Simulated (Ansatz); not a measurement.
**K under a change: K → Ca**

The parent structure is K in the fcc (Cu type) structure (space group Fm-3m, No. 225; a = 6.749 Å; a cell from a computed database, its experimental status unchecked).

Modification: full substitution K → Ca, then cell and atoms are relaxed.

Level of theory: r2SCAN (Ansatz, an electronic-structure program, PAW, spin-orbit coupling left out). k-mesh 14×14×14 (Γ-centred); smearing 0.05 eV (Fermi–Dirac), for the changed cell.

```csv
quantity,base,changed,shift
density,0.84 g/cm³,1.54 g/cm³,+0.70 g/cm³
lattice parameter a,674.9 pm,556.8 pm,-118.1 pm
space group,Fm-3m (No. 225),Fm-3m (No. 225),–
band gap,zero,zero,–
```

Final structure:

```
Ca
1.0
    0.00000     2.78423     2.78423
    2.78423     0.00000     2.78423
    2.78423     2.78423     0.00000
Ca
1
Direct
  0.00000   0.00000   0.00000
```

Cost of the whole job for the changed cell (relaxation, final SCF and bands): very roughly 80 core-seconds.

No phonon test of stability was made. This is not the structure that K has at room temperature and ambient pressure.
